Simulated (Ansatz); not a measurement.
TiN under a change: biaxial strain −2.42 %, plane normal [001], relaxed out of plane

The reference is TiN in the rock salt structure (space group Fm-3m, No. 225; a = 4.204 Å; relaxed with 0.1 eV smearing). Axes: x, y, z lie along the cube axes.

Perturbation: biaxial strain −2.42 %, plane normal [001], relaxed out of plane (Cartesian); in-plane vectors clamped, the third vector and the atoms free.

The values are results of PBEsol, PAW, 420 eV (Ansatz, a quantum-chemistry and plane-wave program; no SOC), earlier PAW set, not measurements. Settings: 24×24×24 k-points, 0.1 eV Fermi–Dirac smearing.

```tsv
quantity	base	changed	shift
volume per atom	9.29 Å³	8.93 Å³	-0.36 Å³
space group	Fm-3m (No. 225)	I4/mmm (No. 139)	–
shortest interatomic distance	2.102 Å	2.051 Å	-0.051 Å
energy relative to the base (free energy F)	0 meV/atom	+27 meV/atom	+27 meV/atom
pressure (mean of the normal stresses, compression positive)	0.0 GPa	13.6 GPa	+13.6 GPa
band gap	zero	zero	–
out-of-plane strain	–	+1.00 %	–
ratio −ε⊥/ε∥	–	0.41	–
mean in-plane stress (compression positive)	–	+20.4 GPa	–
```

No phonon test of stability was made. All final runs are without spin polarisation. An odd electron count without spin: TiN.
